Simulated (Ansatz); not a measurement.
## HfN: biaxial strain +3.00 %, plane normal [001], relaxed out of plane

Take HfN in the rock salt structure (space group Fm-3m, No. 225; a = 4.4683 Å; relaxed with 0.1 eV smearing) as the base. Axes: x, y, z lie along the cube axes.

It is then changed as follows: tensile biaxial strain of 3.00 % in the plane normal to [001], as in epitaxy on a mismatched substrate; the out-of-plane cell vector and the atoms relax.

All numbers come from LDA/PAW in Ansatz (a quantum-chemistry and plane-wave program), spin-orbit coupling left out. k-mesh 22×22×22 (Γ-centred); smearing 0.1 eV (Fermi–Dirac).

The volume per atom grows by 0.56 Å³, from 11.15 Å³ to 11.71 Å³ and the space group becomes I4/mmm (No. 139) (base: Fm-3m (No. 225)). The shortest interatomic distance falls by 0.042 bohr to 4.180 bohr and the energy grows by 42 meV/atom. The pressure (mean of the normal stresses, compression positive) goes from zero to -12.4 GPa and the band gap remains zero. The out-of-plane strain is -0.99 % and the ratio −ε⊥/ε∥ amounts to 0.33. The mean in-plane stress (compression positive) amounts to -18.6 GPa.

Final structure (turned so that z lies along the plane normal):

```yaml
crystal:
  lattice:
    - [3.25436, 0.00000, 0.00000]
    - [0.00000, 3.25436, 0.00000]
    - [1.62718, -1.62718, 2.21213]
  atoms:
    - { symbol: Hf, position: [0.00000, 0.00000, 0.00000] }
    - { symbol: N, position: [0.50000, 0.50000, 0.00000] }
```

Whether these cells are dynamically stable was not tested. All final runs are without spin polarisation. An odd electron count without spin: HfN.
